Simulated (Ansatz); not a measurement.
Here is the system:

```yaml
crystal:
  lattice:
    - [0.00000, 2.18868, 2.18868]
    - [2.18868, 0.00000, 2.18868]
    - [2.18868, 2.18868, 0.00000]
  atoms:
    - { symbol: N, position: [0.25000, 0.25000, 0.25000] }
    - { symbol: Al, position: [0.00000, 0.00000, 0.00000] }
```

No spin polarisation.

All numbers come from PBEsol in Ansatz (plane waves to 420 eV, PAW, no spin-orbit coupling), earlier PAW set. Γ-centred 13×13×13 mesh, Fermi–Dirac width 0.05 eV.

Problem. Predict the smallest direct gap, gap character, band gap and electron mass.

Solution. 
- Smallest direct gap = 4.06 eV
- Gap character = indirect, Γ → X
- Band gap = 3.19 eV
- Electron mass = 0.52 mₑ along k, 0.32 mₑ across (at X)

Effective masses come from finite differences of ±0.01 Å⁻¹. Along k means along the line from Γ to the band edge. Stability against distortions was not tested. The cell was made from AlP by this change: P → N. This is not the structure that AlN has at room temperature and ambient pressure.

Ansatz is an electronic-structure program.
